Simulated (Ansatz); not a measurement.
The parent structure is KZnF3 in the cubic perovskite structure (space group Pm-3m, No. 221; a = 4.052 Å). Axes: x, y, z lie along the cube axes.

The values are results of Ansatz (a quantum-chemistry and plane-wave program), PBEsol, PAW, cutoff 420 eV, no SOC, not measurements.

Base values:

```
Item        Value
--------  -------
Band gap  3.71 eV
```

The change: compressive biaxial strain of 1.00 % in the plane normal to [111], as in epitaxy on a mismatched substrate; the out-of-plane cell vector and the atoms relax.

Question: How does this affect the in-plane stress?

Answer: The mean in-plane stress (compression positive) amounts to +1.3 GPa.

Question: How does this affect the band gap?

Answer: The band gap grows by 0.026 eV (3.71 eV → 3.73 eV).

Whether these cells are dynamically stable was not tested. Many cubic perovskites are stable only at high temperature; tilts and polar distortions were not tested.
